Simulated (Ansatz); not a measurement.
We consider CuIn (P6₃/mmc, No. 194, 4 atoms in the cell; start mp-1018053), described by LDA (plane waves, PAW; Ansatz, a first-principles code).

Settings: plane-wave cutoff 520 eV, 18×18×12 k mesh (along the axes of the cell as run), Fermi–Dirac smearing 0.05 eV, no spin polarisation, scalar-relativistic PAW data made under PBE.

Cell (relaxed at this level):

Space group P6₃/mmc (No. 194); a = b = 4.0977 Å, c = 4.8336 Å, α = β = 90.00°, γ = 120.00°

| atom | site | symmetry | x | y | z |
|---|---|---|---|---|---|
| In | 2c | -6m2 | 0.3333 | 0.6667 | 0.2500 |
| Cu | 2a | -3m. | 0.0000 | 0.0000 | 0.0000 |

Estimate the bulk modulus B0 that the calculation returns.


- bulk modulus B0 = 95.0 GPa

Note: the run has no spin polarisation, so it can have missed a magnetic state; the bulk modulus is −V dP/dV from two relaxed cells at ±2 % in volume; the relaxation could not lower the start's symmetry, so the cell can be a saddle point above a distorted one.

Spin–orbit coupling is not included.

Static lattice: no zero-point or thermal effects.

A start named mp-… is a Materials Project structure, which need not be a measured phase.
